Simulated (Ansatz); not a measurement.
The parent structure is Ru in the hcp (Mg type) structure (space group P6_3/mmc, No. 194).

```
CELL_PARAMETERS angstrom
      2.70456     0.00000     0.00000
     -1.35228     2.34222     0.00000
      0.00000     0.00000     4.26009
ATOMIC_POSITIONS crystal
  Ru 0.33333 0.66667 0.75000
  Ru 0.66667 0.33333 0.25000
```

Cartesian axes are those of the cell as printed.

Method: r2SCAN in Ansatz (plane waves to 500 eV, PAW, scalar-relativistic without spin-orbit coupling).

For the base:

- Shortest interatomic distance: 2.641 Å
- Pressure: 0.0 GPa
- Band gap: zero

One thing is altered: the symmetric strain tensor [-0.0119 -0.0056 -0.0049; -0.0056 0.0021 -0.0122; -0.0049 -0.0122 0.0039]; the atoms relax in the strained cell.

**Question.** Estimate the effect on the energy relative to the base.

**Answer.** The energy goes up by 10 meV/atom.

**Question.** Predict the new shortest interatomic distance.

**Answer.** The shortest interatomic distance drops by 0.027 Å, from 2.641 Å to 2.614 Å.

**Question.** Predict the new pressure.

**Answer.** The pressure (mean of the normal stresses, compression positive) goes from zero to 2.2 GPa.

**Question.** Predict the new band gap.

**Answer.** The band gap stays zero.

Without a gap, meshes like the base's 20×20×11 leave anisotropic stresses uncertain by several tenths of a GPa, and small strain energies with them. No phonon test of stability was made. The final runs are not spin-polarised.

Ansatz is an electronic-structure program.
